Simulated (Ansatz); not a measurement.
## A computed series for hypothetical zinc blende KI: element substitutions

Base system: KI in the zinc blende structure (space group F-43m, No. 216; a = 7.930 Å; a hypothetical phase, not in the database extracts checked).

Each row replaces one element on all its sites; cell and atoms are relaxed.

The values are results of plane-wave PAW DFT at the r2SCAN level (Ansatz, a quantum-chemistry and plane-wave program, 500 eV), no spin-orbit coupling, not measurements.

```tsv
change	band gap	density
base	4.47 eV	2.21 g/cm³
K → Cs	(withheld)	(withheld)
K → Sc	zero	4.04 g/cm³
I → C	zero	1.22 g/cm³
I → F	(withheld)	1.90 g/cm³
```

Complete the table.


- K → Cs, band gap: 4.29 eV
- K → Cs, density: 2.60 g/cm³
- I → F, band gap: 5.74 eV

Other magnetic orders, which the real material may have, were not ruled out. With I present, leaving out spin-orbit coupling can change the band edges. No phonon test of stability was made. As relaxed here, CsI, ScI, KC and KF are hypothetical phases, not in the database extracts checked. Spin-polarised in the final run: ScI; the other runs are not. An odd electron count without spin: KC.
